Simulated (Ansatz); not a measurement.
Reference: CdSe (P6_3mc), PBEsol, rigid bands (plane waves, PAW, scalar-relativistic; Ansatz, a quantum-chemistry and plane-wave program); axes and stresses refer to this cell.

```xyz
4
Lattice="4.3018 0.0000 0.0000 -2.1509 3.7255 0.0000 0.0000 0.0000 7.0217" Properties=species:S:1:pos:R:3 pbc="T T T"
Cd     2.1509     1.2418     3.5115
Cd     0.0000     2.4836     7.0223
Se     2.1509     1.2418     6.1494
Se     0.0000     2.4836     2.6386
```

electron conductivity mass: 0.067 mₑ
hole mass along x: 0.99 mₑ
hole mass along z: 1.33 mₑ

Question: Change: functional PBE, cell relaxed with it. What happens to electron conductivity mass, hole mass along x, hole mass along z?

Answer: electron conductivity mass increases to 0.070 mₑ; hole mass along x goes up to 1.12 mₑ; hole mass along z rises to 1.43 mₑ.

Masses are for dilute carriers at 300 K, harmonic means over directions unless an axis is named. Spin-orbit coupling is left out unless a row names it; without it hole values are far off for these elements.
